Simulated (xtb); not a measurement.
xtb 6.7.1, GFN2-xTB: CC1(C)c2ccccc2-c2ccc(-c3ccc(-c4cc5cc6sccc6cc5s4)cc3)cc21, 55 atoms. The geometry is a generated start, not checked to be a minimum at this level.

| Item | Result |
|---|---|
| method | GFN2-xTB |
| --acc | 1 (default) |
| --etemp (K) | 300 (default) |
| detailed input (--input) | none: ANC optimiser, Lindh (1995) Hessian, microcycle=20, maxdispl=1.0, hlow=0.01 (default) |
| basis functions | 166 |
| valence electrons | 158 |

The structure is relaxed from this start with --opt LEVEL for the levels crude, sloppy, loose, lax, normal, tight, vtight, extreme, once each. Up to the end of the extreme run atoms move by at most 0.82 Å along an axis.

**Question.** Choose the cheapest level whose final energy lies within 20 meV of that of extreme.

**Answer.** sloppy: 12 cycles against 68, ending 12 meV above.

```csv
level,cycles,energy above the extreme run (meV),gradient norm (eV/Å)
crude,6,46,0.35
sloppy,12,12,0.15
loose,15,7.9,0.11
lax,18,5.8,0.068
normal,36,0.68,0.025
tight,45,0.18,0.0090
vtight,60,0.031,0.0073
extreme,68,—,0.0018
```
